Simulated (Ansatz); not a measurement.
Start from BAs in the zinc blende structure (space group F-43m, No. 216; a = 4.768 Å). Axes: x, y, z lie along the cube axes.

All numbers come from PBEsol in Ansatz (plane waves to 420 eV, PAW, no spin-orbit coupling).

Strains are applied to the cell and any free atomic positions relax; under biaxial strain the out-of-plane vector relaxes too; under stress the whole cell relaxes.

One change was made to it. Results:

| quantity | base | after |
|---|---|---|
| energy relative to the base (free energy F) | 0 meV/atom | +60 meV/atom |
| band gap | 1.08 eV | 0.98 eV |

Q: What was done to the base?
(A) biaxial strain −1.32 %, plane normal [111], relaxed out of plane
(B) uniaxial stress, 1 GPa tension along z
(C) isotropic strain −3.18 %
(D) biaxial strain +3.96 %, plane normal [001], relaxed out of plane
(E) biaxial strain +4.07 %, plane normal [001], relaxed out of plane

A: C, isotropic strain −3.18 %. For comparison, the energy relative to the base in the other runs: biaxial strain +3.96 %, plane normal [001], relaxed out of plane gives +38 meV/atom; uniaxial stress, 1 GPa tension along z gives +0.2 meV/atom; biaxial strain −1.32 %, plane normal [111], relaxed out of plane gives +5.7 meV/atom; biaxial strain +4.07 %, plane normal [001], relaxed out of plane gives +40 meV/atom.

Beyond what the load breaks, stability against distortions was not tested.

Ansatz is a first-principles code.
